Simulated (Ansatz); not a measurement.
Data:

```
CELL_PARAMETERS angstrom
      0.00000     2.43415     2.43415
      2.40762     0.00000     2.43415
      2.40762     2.43415     0.00000
ATOMIC_POSITIONS crystal
  S  0.75000 0.75000 0.75000
  Be 0.00000 0.00000 0.00000
```

No spin polarisation.

Level of theory: r2SCAN, PAW, 500 eV (Ansatz, a first-principles code; scalar-relativistic without spin-orbit coupling), earlier PAW set. Γ-centred 12×12×12 mesh, Fermi–Dirac width 0.05 eV.

Problem. Predict the valence-band top at Γ, hole mass and electron mass.

Solution. 
- Valence-band top at Γ (three highest levels, from the VBM): 0.00, -0.06, -0.06 eV
- Hole mass: 0.34 mₑ along x, 0.55 mₑ across (at Γ)
- Electron mass: 0.77 mₑ along k, 0.29 mₑ across (at X)

The levels and masses belong to the bands next to the band gap. The cells carry an imposed strain or load. Effective masses come from finite differences of ±0.01 Å⁻¹. Along k means along the line from Γ to the band edge. No phonon test of stability was made. The cell was made from BeS in the zinc blende structure (space group F-43m, No. 216) by this change: uniaxial strain ε_xx = −1.09 %.
